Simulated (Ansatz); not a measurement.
An Ansatz (a quantum-chemistry and plane-wave program) input (Kohn–Sham DFT with the PBEsol functional, run in Ansatz with PAW and 420 eV plane waves, no spin-orbit coupling):

Ansatz 0.2 input:
```yaml
crystal:
  lattice:
    - [3.1891225127, 0, 0]
    - [0, 3.1891225127, 0]
    - [0, 0, 3.1891225127]
  atoms:
    - { symbol: In, position: [0, 0, 0] }
    - { symbol: Rh, position: [0.5, 0.5, 0.5] }
basis: { ecutwfc: 420, ecutrho_ratio: 4, xc_grid: 2, fft_grid_basis: typed }
kpoints: { mp_grid: { grid: [15, 15, 15] } }
hamiltonian:
  xc: pbesol
  dispersion: none
  pseudopotentials: { kind: paw }
scf: { occupations: { method: fermi_dirac, width: 0.05 }, convergence: { dr2_threshold: 0.0000000002 } }
output: { forces: true, stress: true }
```

### Question
Which symmetry and how many k-points will the program report, and about how many plane waves at Γ?

### Answer
Space group Pm-3m (ITA 221) with 48 operations, k-points 120 of 3375, and 619 plane waves at Γ.

No phonon test of stability was made. All final runs are without spin polarisation. The cell is InRh in the CsCl type structure (space group Pm-3m, No. 221).
